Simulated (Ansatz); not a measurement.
In a (10,0) BP nanotube, the lowest empty band has its minimum at Γ and lies 0.020 eV higher 0.0353 Å⁻¹ away along the axis.

All values below come from PBE (plane waves to 420 eV, PAW; Ansatz, a program for electronic structure). Mesh 1×1×6. No spin polarisation. Isolated but for its images some 11 Å away. A hypothetical model, rolled from the flat sheet. Only distortions within the start's symmetry and period were free.

Estimate the electron mass along the axis.

For a parabola ΔE = ħ²Δk²/2m, and ħ²/2mₑ = 3.810 eV Å². So m/mₑ = 3.810 × 0.0353²/0.020 = 0.24. The curvature over a step a third as long gives 0.23; the band is close to a parabola here.
